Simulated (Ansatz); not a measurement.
Cs (I4₁/amd, No. 141, 2 atoms in the cell; start mp-3; another form than the element's usual one)

Calculation: LDA (Ansatz, a first-principles code, plane waves, PAW).

Settings: plane-wave cutoff 520 eV, 16×16×16 k mesh, Fermi–Dirac smearing 0.05 eV, scalar-relativistic PAW data made under PBE.

Cell (relaxed at this level):

```
CELL_PARAMETERS angstrom
     -2.41893     2.41893     8.74781
      2.41893    -2.41893     8.74781
      2.41893     2.41893    -8.74781
ATOMIC_POSITIONS crystal
  Cs 0.25000 0.75000 0.50000
  Cs 0.50000 0.50000 0.00000
```

```
Quantity  Result
--------  ------
band gap    none
```

Note: the relaxation could not lower the start's symmetry, so the cell can be a saddle point above a distorted one.

Spin–orbit coupling is not included.

Computed values are for the static lattice.

A start named mp-… is a Materials Project structure, which need not be a measured phase.
